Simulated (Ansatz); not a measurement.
## Short convergence ladders for YMgNi4 (R3m, 6 atoms in the cell)

```yaml
crystal:
  lattice:
    - [0.00000, 3.48165, 3.48165]
    - [3.48165, 0.00000, 3.48165]
    - [3.48165, 3.48165, 0.00000]
  atoms:
    - { symbol: Y, position: [0.00415, 0.00415, 0.00415] }
    - { symbol: Mg, position: [0.25000, 0.25000, 0.25000] }
    - { symbol: Ni, position: [0.62345, 0.62345, 0.62345], spin: 2.0 }
    - { symbol: Ni, position: [0.12965, 0.62345, 0.62345], spin: 2.0 }
    - { symbol: Ni, position: [0.62345, 0.62345, 0.12965], spin: 2.0 }
    - { symbol: Ni, position: [0.62345, 0.12965, 0.62345], spin: 2.0 }
```
(The spins are starting values, not results.)

Base method: PBEsol, default PAW files made with PBE (plane waves; Ansatz, a program for electronic structure).

Base settings: basis.ecutwfc = 420 eV; kpoints.mp_grid.grid = 4 4 4; hamiltonian.xc = pbesol; hamiltonian.pseudopotentials = {kind: paw} (the program's default PAW files); magnetization.spin_polarized = true; scf.occupations.method = fermi_dirac; scf.occupations.width = 0.1 eV.

The count of work is k-points × plane waves × bands × iterations; it is no time. Core times come from one kind of shared machine, to one figure; runs under 30 s give none.

**The cutoff for other potential files**

Level: DFT, PBEsol, plane waves, harder PAW files (source: ansatz) made with PBE.

In this ladder: hamiltonian.pseudopotentials = {kind: paw, source: ansatz}.

The second cell is the first with its lattice scaled by 0.98.

The mesh stays at the base's, so the ladder's end is converged at best in this setting alone.

The first pressure column holds Ansatz's estimate of the finite-basis (Pulay) stress, which hides part of the cutoff error; the other is without it.

Only quantities that move along the ladder and can be compared are tabulated.

```csv
basis.ecutwfc,free energy less the last step's (meV/atom),energy of the compressed cell less the first (meV/atom),pressure (GPa),pressure without the Pulay estimate (GPa),largest difference of a force vector from the last step's (eV/Å),count of work / last,core time / last (rough)
415 eV,6351.94,42.29,-9.71,-370.71,0.495,0.11,–
505 eV,1157.73,37.00,-2.17,-87.43,0.168,0.14,0.2
645 eV,71.21,3.69,-3.17,-10.79,0.010,0.21,0.2
780 eV,2.79,4.60,-3.19,-3.57,0.001,0.28,0.3
920 eV,0.54,4.53,-3.20,-3.21,0.000,0.35,0.4
1105 eV,0.32,4.52,-3.20,-3.21,0.000,0.51,0.6
1380 eV,0.12,4.51,-3.20,-3.20,0.000,0.65,0.8
1840 eV,0.00,4.51,-3.20,-3.20,0.000,1.0,1
```

Coarsest basis.ecutwfc that holds the pressure without the Pulay estimate within 0.1 GPa of the last step, with all finer ones: 920 eV, at 0.35 of the last step's count of work and about 0.4 of the last step's time; the step before is off by 0.37 GPa.

Coarsest basis.ecutwfc that holds the free energy within 5 meV/atom of the last step, with all finer ones: 780 eV, at 0.28 of the last step's count of work and about 0.3 of the last step's time; the step before is off by 71 meV/atom.

Coarsest basis.ecutwfc that holds the pressure within 0.05 GPa of the last step, with all finer ones: 645 eV, at 0.21 of the last step's count of work and about 0.2 of the last step's time; the step before is off by 1.0 GPa.

The energy difference between the two cells stays within 1 meV/atom of the last step's from 645 eV on, the total only from 920 eV on: much of the error is common to both cells and cancels.

At the lowest cutoff the pressure without the Pulay estimate lies 368 GPa under the last step's, the usual sign of Pulay stress in an incomplete plane-wave basis.

**The density cutoff**

The second cell is the first with its lattice scaled by 0.98.

The mesh stays at the base's, so the ladder's end is converged at best in this setting alone.

Only quantities that move along the ladder and can be compared are tabulated.

| basis.ecutrho_ratio | free energy less the last step's (meV/atom) | energy of the compressed cell less the first (meV/atom) | pressure (GPa) |
|---|---|---|---|
| 2 | -6.20 | 5.90 | -2.68 |
| 3 | -0.09 | 4.63 | -3.17 |
| 4 | 0.00 | 4.63 | -3.18 |
| 5 | 0.00 | 4.63 | -3.18 |
| 6 | 0.00 | 4.63 | -3.18 |
| 8 | 0.00 | 4.63 | -3.18 |
| 10 | 0.00 | 4.63 | -3.18 |
| 12 | 0.00 | 4.63 | -3.18 |
| 16 | 0.00 | 4.63 | -3.18 |

Coarsest basis.ecutrho_ratio that holds the energy of the compressed cell less the first within 0.5 meV/atom of the last step, with all finer ones: 3; the step before is off by 1.3 meV/atom.

Coarsest basis.ecutrho_ratio that holds the pressure within 0.1 GPa of the last step, with all finer ones: 3; the step before is off by 0.49 GPa.

Coarsest basis.ecutrho_ratio that holds the free energy within 5 meV/atom of the last step, with all finer ones: 3; the step before is off by 6.2 meV/atom.

On the base run: the starting cell comes from a database of computed structures (which also holds hypothetical and non-ambient phases and stackings), without a prior relaxation at this level. Its lattice was rescaled by up to half a per cent. One atom was moved a little off its site on purpose. The starting moments vanished: the run ended non-magnetic, which need not be the lowest state. The program warned that a starting moment was not kept. In the base run, with a pressure of about -3 GPa the cell is away from its equilibrium volume at this level.

Keys are those of Ansatz 0.2.
